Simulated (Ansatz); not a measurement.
InP (I-4m2), Ansatz (a quantum-chemistry and plane-wave program) with r2SCAN with spin-orbit coupling, rigid bands: Condition of this run: biaxial stress in (001) of -4 GPa (compression positive) (the target of the relaxation). band gap 0.53 eV, N_c = 4.06e17 cm⁻³ and N_v = 3.42e18 cm⁻³ at 300 K, conductivity masses along y (a = (0.00, 3.10, 2.75) Å; b = (3.10, 0.00, 2.75) Å; c = (3.10, 3.10, 0.00) Å) of 0.0771 mₑ (electrons) and 0.488 mₑ (holes). Take k_BT = 0.02585 eV.

What thermal injection velocity √(2k_BT/πm) limits a ballistic channel along the direction named?

1.94e7 cm/s for electrons and 7.70e6 cm/s for holes, a ratio of √(m_h/m_e) = 2.52, for dilute carriers.

A film of it is 8 nm thick, with its normal along the direction named. Estimate the confinement energies in an infinite well.

ħ²π²/(2m t²) = 0.376 eV·nm²/(m/mₑ × t²) gives 76.2 meV for electrons and 12.0 meV for holes, so the gap would widen to about 0.62 eV. Finite barriers and nonparabolic bands lower this, and with several valleys or bands the heaviest mass along the normal sets the lowest level, not this average.

Find the intrinsic carrier density and the intrinsic Fermi level.

n_i = √(N_c N_v) exp(−E_g/2k_BT) = 1.18e18 × exp(−10.25) = 4.2e13 cm⁻³. The level lies (k_BT/2) ln(N_v/N_c) = 28 meV from mid-gap (positive towards the conduction band). Each 0.1 eV added to the gap lowers n_i by a factor of 6.9.

Rigid, parabolic bands with the computed gap; masses take one relaxation time for all states. Geometry: cell and atoms relaxed with PBEsol.
